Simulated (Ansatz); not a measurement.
Worked example: self-consistent single point of WS₂ (R3m, 3 atoms in the cell) in Ansatz (a program for electronic structure).

Computed with LDA (PW92), default PAW files made with PBE (plane waves; Ansatz).

The change in words: lattice scaled by 0.98; basis.ecutrho_ratio: default → 4. Reference geometry:
```
CELL_PARAMETERS angstrom
      1.58766     0.91663     6.47033
     -1.58766     0.91663     6.47033
      0.00000    -1.83327     6.47033
ATOMIC_POSITIONS crystal
  W  0.00325 0.00325 0.00325
  S  0.41411 0.41411 0.41411
  S  0.25392 0.25392 0.25392
```

Reference input (self-consistent single point, DFT, LDA (PW92), plane waves, default PAW files made with PBE): basis.ecutwfc = 30.9 Ry; kpoints.mp_grid.grid = 9 9 9; hamiltonian.xc = lda; hamiltonian.pseudopotentials = {kind: paw} (the program's default PAW files); scf.occupations.method = fixed. This run's input differs from it in these lines:

Ansatz 0.2 input:
```diff
@@ -2,11 +2,12 @@
   lattice:
-    - [1.587658, 0.916635, 6.470331]
-    - [-1.587658, 0.916635, 6.470331]
-    - [0.000000, -1.833270, 6.470331]
+    - [1.555905, 0.898302, 6.340924]
+    - [-1.555905, 0.898302, 6.340924]
+    - [0.000000, -1.796605, 6.340924]
   atoms:
-    - { symbol: W, position_ang: [0.000000, 0.000000, 0.063008] }
-    - { symbol: S, position_ang: [-0.000000, -0.000000, 8.038345] }
-    - { symbol: S, position_ang: [0.000000, -0.000000, 4.928839] }
+    - { symbol: W, position_ang: [-0.000000, -0.000000, 0.061748] }
+    - { symbol: S, position_ang: [-0.000000, -0.000000, 7.877577] }
+    - { symbol: S, position_ang: [-0.000000, -0.000000, 4.830262] }
 basis:
   ecutwfc: 30.9 Ry
+  ecutrho_ratio: 4
 kpoints:
```

The program printed (abridged):

```
SCF iter   1: F=—  HF=-11871.602163 eV  |F-HF|=—  |Δ(HF+E_count)|=         —  Δρ=1.08e-2  dr2=1.08e-1  ethr=1.77e-3  ⟨swp⟩=5.0  Hψ=7197  notcnv=0  defer=140
all-band conjugate gradients solve this SCF's bands
preconditioner: auto → none
SCF iter   2: F=—  HF=-11871.632525 eV  |F-HF|=—  |Δ(HF+E_count)|=   3.04e-2  Δρ=1.26e-2  dr2=2.92e-1  ethr=4.16e-4  ⟨swp⟩=3.7  Hψ=3255  notcnv=0  defer=170  recentre
   [... lines left out ...]
SCF iter   5: F=—  HF=-11871.583775 eV  |F-HF|=—  |Δ(HF+E_count)|=   1.54e-5  Δρ=1.72e-4  dr2=2.95e-5  ethr=9.79e-7  ⟨swp⟩=2.0  Hψ=2076  notcnv=0  defer=164
SCF iter   6: F=—  HF=-11871.583771 eV  |F-HF|=—  |Δ(HF+E_count)|=   3.64e-6  Δρ=1.08e-4  dr2=3.56e-6  ethr=1.13e-7  ⟨swp⟩=2.0  Hψ=1989  notcnv=0  defer=27
SCF iter   7: F=—  HF=-11871.583771 eV  |F-HF|=—  |Δ(HF+E_count)|=   5.57e-8  Δρ=3.33e-5  dr2=2.59e-7  ethr=1.37e-8  ⟨swp⟩=2.2  Hψ=2108  notcnv=0  defer=27
SCF iter   8: F=-11871.583771 eV  HF=-11871.583771 eV  |F-HF|=8.34e-9  |Δ(HF+E_count)|=   2.59e-8  Δρ=7.78e-6  dr2=2.21e-8  ethr=3.85e-10  ⟨swp⟩=7.7  Hψ=7443  notcnv=0
SCF 1 converged in 8 iterations: F = -11871.583771 eV  dr2 = 2.21e-8
Free energy (F): -11871.583771 eV
Internal energy: -11871.583771 eV  (E = F + TS)
E sigma→0 (E₀):  -11871.583771 eV
Fermi energy:    11.417202 eV
--- Forces (eV/Å), atoms counted from 1 ---
  atom   1  W      0.00000000     0.00000005    -1.82714116
  atom   2  S     -0.00000000    -0.00000005     1.96073331
  atom   3  S      0.00000000     0.00000000    -0.13361106
--- Stress (GPa, compression-positive) ---
        5.214366       0.000000       0.000000
        0.000000       5.214366      -0.000000
        0.000000      -0.000000       8.072580
  P = ⅓ Tr σ = 6.1671 GPa (61.671 kbar)
  The stress holds the Pulay correction. Without it, at fixed plane waves, as pw.x and ABINIT print it: P = 6.1403 GPa
```

The run converged in 8 iterations. Against the reference run the free energy goes up by 5.1 meV/atom, the pressure goes from -4.14 to 6.17 GPa, the largest force goes from 1.587 to 1.961 eV/Å and the gap on the mesh goes from 1.186 to 1.207 eV.

The starting cell comes from a database of computed structures (which also holds hypothetical and non-ambient phases and stackings), without a prior relaxation at this level. Its lattice was rescaled by up to half a per cent. One atom was moved a little off its site on purpose. For this run, on top of that: lattice scaled by 0.98. Spin-orbit coupling is off. Forces in this geometry exceed 1 eV/Å. Ansatz's pressure includes its estimate of the finite-basis (Pulay) stress.
